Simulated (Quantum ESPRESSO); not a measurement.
Quantum ESPRESSO run on SnF3 (Fm-3m, 8 atoms in the cell): self-consistent single point.

Method: PBEsol, GBRV 1.5 ultrasoft (PBESOL) pseudopotentials (plane waves; Quantum ESPRESSO 7.5).

The change in words: lattice scaled by 0.98. Reference geometry:
```xyz
8
Lattice="0.0000 4.3124 4.3124 4.3124 0.0000 4.3124 4.3124 4.3124 0.0000" Properties=species:S:1:pos:R:3 pbc="T T T"
Sn     4.3124     4.3124     4.3124
Sn     0.0000     0.0000     0.0000
F      4.3124     6.2806     4.3124
F      4.3124     2.3443     4.3124
F      2.3443     4.3124     4.3124
F      6.2806     4.3124     4.3124
F      4.3124     4.3124     6.2806
F      4.3124     4.3124     2.3443
```

Reference input (self-consistent single point, DFT, PBEsol, plane waves, GBRV 1.5 ultrasoft (PBESOL) pseudopotentials): ecutwfc = 40 Ry; ecutrho = 200 Ry; occupations = smearing; smearing = fd; degauss = 0.0036749 Ry; potentials = {Sn: sn_pbesol_v1.4.uspp.F.UPF, F: f_pbesol_v1.4.uspp.F.UPF}; K_POINTS = automatic 6 6 6 0 0 0; conv_thr = 1e-11 Ry; mixing_beta = 0.3. This run's input differs from it in these lines:

```diff
@@ -27,5 +27,5 @@
 CELL_PARAMETERS {angstrom}
-   0.0000000000     4.3124440000     4.3124440000
-   4.3124440000     0.0000000000     4.3124440000
-   4.3124440000     4.3124440000     0.0000000000
+   0.0000000000     4.2261950000     4.2261950000
+   4.2261950000     0.0000000000     4.2261950000
+   4.2261950000     4.2261950000     0.0000000000
 ATOMIC_POSITIONS {crystal}
```

Output (repeated stretches shortened):

```
     Self-consistent Calculation

     iteration #  1     ecut=    40.00 Ry     beta= 0.30

---- Real-time Memory Report at c_bands before calling an iterative solver
           201 MiB given to the printing process from OS
            86 MiB allocation reported by mallinfo(arena+hblkhd)
------------------

     Threshold (ethr) on eigenvalues was too large:
     Diagonalizing with lowered threshold

---- Real-time Memory Report at c_bands before calling an iterative solver
           262 MiB given to the printing process from OS
           126 MiB allocation reported by mallinfo(arena+hblkhd)
------------------

   [... lines left out ...]

---- Real-time Memory Report at c_bands before calling an iterative solver
           299 MiB given to the printing process from OS
           139 MiB allocation reported by mallinfo(arena+hblkhd)
------------------

     total energy              =    -609.33413143 Ry
     estimated scf accuracy    <          1.1E-11 Ry

     iteration # 15     ecut=    40.00 Ry     beta= 0.30

---- Real-time Memory Report at c_bands before calling an iterative solver
           299 MiB given to the printing process from OS
           139 MiB allocation reported by mallinfo(arena+hblkhd)
------------------
     End of self-consistent calculation

     the Fermi energy is     4.0569 ev

!    total energy              =    -609.33413144 Ry
     estimated scf accuracy    <          1.0E-12 Ry
     smearing contrib. (-TS)   =      -0.00000000 Ry
     internal energy E=F+TS    =    -609.33413144 Ry

     convergence has been achieved in  15 iterations

     Forces acting on atoms (cartesian axes, Ry/au):

     atom    1 type  1   force =     0.00000000    0.00000000    0.00000000
     atom    2 type  1   force =    -0.00000000   -0.00000000   -0.00000000
     atom    3 type  2   force =     0.00000000    0.03803751    0.00000000
     atom    4 type  2   force =     0.00000000   -0.03803751    0.00000000
     atom    5 type  2   force =    -0.03803751    0.00000000    0.00000000
   [... lines left out ...]

     Total force =     0.093172     Total SCF correction =     0.000002

          total   stress  (Ry/bohr**3)                   (kbar)     P=       75.39
   0.00051247   0.00000000   0.00000000           75.39        0.00        0.00
   0.00000000   0.00051247  -0.00000000            0.00       75.39       -0.00
   0.00000000  -0.00000000   0.00051247            0.00       -0.00       75.39

   JOB DONE.
```

The run converged in 15 iterations. Against the reference run the free energy goes up by 35.7 meV/atom, the pressure goes from 1.81 to 7.54 GPa, the largest force goes from 0.367 to 0.978 eV/Å and the gap on the mesh goes from 2.803 to 2.834 eV.

The starting cell comes from a database of computed structures (which also holds hypothetical and non-ambient phases and stackings), without a prior relaxation at this level. Its lattice was rescaled by a random factor within 2.5 % of one. For this run, on top of that: lattice scaled by 0.98. With a pressure of about 8 GPa the cell is away from its equilibrium volume at this level.

Cost on one core of a shared machine: roughly 2 min.
